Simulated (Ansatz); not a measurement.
# Au: transverse stress against strain

Au (fcc, Fm-3m, 17.541 Å³/atom at rest, cube axes along x, y and z) under a strain ε along a cube axis (axis z), the other axes held. r2SCAN in Ansatz, a plane-wave DFT program (PAW, default set), 500 eV, 27×27×27 Γ-centred mesh, Fermi-Dirac smearing 0.10 eV; ions are relaxed within the symmetry of each cell. Stress is positive for a compressed cell.

Here s stands for strain and y for stress xx.

| strain (%) | stress xx (GPa) |
|---|---|
| -1.50 | 2.35 |
| -1.00 | 1.54 |
| -0.50 | 0.76 |
| 0.00 | 0.00 |
| 0.50 | -0.73 |
| 1.00 | -1.43 |
| 1.50 | -2.10 |
| 3.00 | ? |

Q: Fit y against s with a straight line, and predict the withheld value at s = 3.00.

A: Means: s 0, y 0.056. About the means, the sum of products is -10.390 and the sum of squares of s is 7.0000; the slope is their ratio. Least squares gives y = 0.056 - 1.4843·s. Residuals (row less fit): 0.068, 0.000, -0.038, -0.056, -0.044, -0.002, 0.070; standard error 0.057 (degrees of freedom: 5). The slope gives the elastic constant C12 = 148 ± 2 GPa. At the withheld row, y = 0.056 - 1.4843 × 3.0 = -4.397 GPa. The calculation gives -3.97 GPa, 0.427 GPa above the prediction (6.8 % of the range of y in the table). The row lies outside the fitted rows, so this is an extrapolation. From the scatter of the fitted rows alone, a prediction at this place has a standard error of 0.088 GPa, so the miss is 4.9 times that.

One order more, fitted to all 13 runs of the series, follows each within 0.01, so the miss is the next term of a smooth law. In a metal these values are sensitive to mesh and smearing; energies are taken to zero smearing, stresses follow the free energy. Rows are the converged runs of the series near zero and its far end; series whose fitted rows scatter by over a few per cent of the range, as at a crossing or softening among them, aren't shown in this form. Most that stay on the fit to the last digits aren't either.
